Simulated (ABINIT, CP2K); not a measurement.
An ABINIT input for a self-consistent single point of SnO2 (P4_2/mnm, 6 atoms in the cell) (DFT, LDA (PW92), plane waves, PAW (JTH v2.0 LDA PAW)):

```
# SnO2, JTH v2.0 LDA PAW
pp_dirpath "./"
pseudos "Sn.LDA_PW-JTH.xml, O.LDA_PW-JTH.xml"
acell 4.7400000000 4.7400000000 3.1900000000 Angstrom
rprim
         1.0000000000    0.0000000000    0.0000000000
         0.0000000000    1.0000000000    0.0000000000
         0.0000000000    0.0000000000    1.0000000000
natom 6
ntypat 2
znucl 50 8
typat 1 1 2 2 2 2
xred
         0.0000000000    0.0000000000    0.0000000000
         0.5000000000    0.5000000000    0.5000000000
         0.3070000000    0.3070000000    0.0000000000
         0.8070000000    0.1930000000    0.5000000000
         0.1930000000    0.8070000000    0.5000000000
         0.6930000000    0.6930000000    0.0000000000
ecut 24
pawecutdg 48
pawovlp -1
occopt 3
tsmear 0.01 eV
nband 34
kptopt 1
ngkpt 4 4 5
nshiftk 1
shiftk 0 0 0
nstep 80
tolvrs 1.0e-10
prtwf 0
prtden 0
```

Task: Translate this input to CP2K.

Result: This is the input that was run; spellings and numerical settings could be chosen otherwise.

```
&GLOBAL
  PROJECT run
  RUN_TYPE ENERGY_FORCE
  PRINT_LEVEL LOW
&END GLOBAL
&FORCE_EVAL
  METHOD Quickstep
  STRESS_TENSOR ANALYTICAL
  &DFT
    BASIS_SET_FILE_NAME BASIS_MOLOPT
    POTENTIAL_FILE_NAME GTH_POTENTIALS
    &QS
      METHOD GPW
      EPS_DEFAULT 1E-10
    &END QS
    &MGRID
      CUTOFF 450
      REL_CUTOFF 60
      NGRIDS 4
    &END MGRID
    &SCF
      SCF_GUESS ATOMIC
      EPS_SCF 1E-6
      MAX_SCF 100
      ADDED_MOS 6
      &DIAGONALIZATION
        ALGORITHM STANDARD
      &END DIAGONALIZATION
      &MIXING
        METHOD BROYDEN_MIXING
        ALPHA 0.3
        NBUFFER 10
        BETA 1
      &END MIXING
      &SMEAR ON
        METHOD FERMI_DIRAC
        ELECTRONIC_TEMPERATURE [K] 116.05
      &END SMEAR
    &END SCF
    &KPOINTS
      SCHEME MONKHORST-PACK 4 4 5
      GAMMA_CENTERED T
    &END KPOINTS
    &XC
      &XC_FUNCTIONAL PADE
      &END XC_FUNCTIONAL
    &END XC
    &PRINT
      &MO
        EIGENVALUES T
        OCCUPATION_NUMBERS T
        NDIGITS 8
        FILENAME mo
        &EACH
          QS_SCF 0
        &END EACH
        ADD_LAST NUMERIC
      &END MO
      &MULLIKEN OFF
      &END MULLIKEN
    &END PRINT
  &END DFT
  &SUBSYS
    &CELL
      A 4.74000000 0.00000000 0.00000000
      B 0.00000000 4.74000000 0.00000000
      C 0.00000000 0.00000000 3.19000000
      PERIODIC XYZ
    &END CELL
    &COORD
      SCALED
      Sn       0.00000000     0.00000000     0.00000000
      Sn       0.50000000     0.50000000     0.50000000
      O        0.30700000     0.30700000     0.00000000
      O        0.80700000     0.19300000     0.50000000
      O        0.19300000     0.80700000     0.50000000
      O        0.69300000     0.69300000     0.00000000
    &END COORD
    &KIND Sn
      BASIS_SET DZVP-MOLOPT-SR-GTH-q4
      POTENTIAL GTH-PADE-q4
    &END KIND
    &KIND O
      BASIS_SET DZVP-MOLOPT-SR-GTH-q6
      POTENTIAL GTH-PADE-q6
    &END KIND
  &END SUBSYS
  &PRINT
    &FORCES ON
    &END FORCES
    &STRESS_TENSOR ON
    &END STRESS_TENSOR
  &END PRINT
&END FORCE_EVAL
```

Basis, cutoffs, solver keys and any potentials are the target program's own. This input uses DFT LDA (Pade form), GPW, DZVP-MOLOPT-SR-GTH basis, GTH-PADE potentials (GTH_POTENTIALS). LDA parametrisations can differ slightly between programs.

The starting cell has typed, rounded lattice constants, without a prior relaxation at this level.
